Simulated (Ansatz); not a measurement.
CH3 on the 1x1 (0001) surface of hcp Zr, one in a 2x2 cell, energies for each (36.2 Å²). Energies are against CH4(g) − ½ H2(g), without zero-point or thermal terms; each row is named by its start.

Calculation: PBE (plane waves to 420 eV, PAW; Ansatz, a program for electronic structure).

Q: Which site binds most strongly?
A) hollow Zr-Zr-Zr over Zr at depth 2.4 Å
B) top Zr
C) bridge Zr-Zr (span 3.2 Å)
D) hollow Zr-Zr-Zr

A: A, hollow Zr-Zr-Zr over Zr at depth 2.4 Å. Adsorption energies: hollow Zr-Zr-Zr over Zr at depth 2.4 Å -0.21 eV; hollow Zr-Zr-Zr -0.15 eV; bridge Zr-Zr (span 3.2 Å) 0.03 eV; top Zr 0.68 eV.
